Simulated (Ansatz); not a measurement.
The starting structures come from a database of crystals and need not be the phases stable at ambient conditions.

 Where the default PAW files enter, the runs use the earlier of Ansatz's two default sets.

By PBEsol, the system below comes out a metal.

A figure of merit of an interconnect metal is its ballistic conductance per area.

Given:

```
PtGe2
1.0
    2.98876     0.00000     0.00000
    0.00000     5.74112     0.00000
    0.00000     0.00000     6.03498
Ge Pt
4 2
Cartesian
  0.00000   0.97375   2.25225
  0.00000   4.76737   3.78273
  1.49438   3.84431   0.76524
  1.49438   1.89681   5.26975
  0.00000   0.00000   0.00000
  1.49438   2.87056   3.01749
```

Space group of this cell: Pnnm. The cell is strained (lengths along the current scaled by 0.97, ions clamped); by PBEsol its mean pressure is 2.8 GPa.

The current flows along the normal of the first two printed cell vectors. No spin-orbit coupling; the value is a mean over 0.1 eV about the Fermi level.

Problem. Predict the ballistic conductance per area from PBEsol in Ansatz (a program for electronic structure).

Solution. 0.60 × 10¹⁵ S/m² for both spins.
